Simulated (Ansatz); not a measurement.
Consider Ga2O3 (space group R-3m, No. 166; a = 2.9881 Å, c = 22.8522 Å (hexagonal axes); a hypothetical phase, not in the database extracts checked).

Levels (all Ansatz, a quantum-chemistry and plane-wave program, PAW): PBEsol (420 eV, without spin-orbit coupling); r2SCAN (500 eV, without spin-orbit coupling); HSE06 (420 eV, no SOC).

One geometry, relaxed with PBEsol, under each level:

| level | band gap | lowest conduction level above the VBM at special points | pressure |
|---|---|---|---|
| PBEsol | 2.85 eV | Γ 2.85 eV; T 3.38 eV; L 4.69 eV; F 4.73 eV | 0.00 GPa |
| r2SCAN | 3.51 eV | Γ 3.51 eV; T 4.04 eV; L 5.48 eV; F 5.52 eV | -1.47 GPa |
| HSE06 | 4.56 eV | Γ 4.56 eV; T 5.09 eV; L 6.61 eV | – |

Single points use the geometry relaxed with PBEsol. Their cutoffs differ, which shifts pressures a little. HSE06 gaps are upper bounds (no full band path). Whether these cells are dynamically stable was not tested.
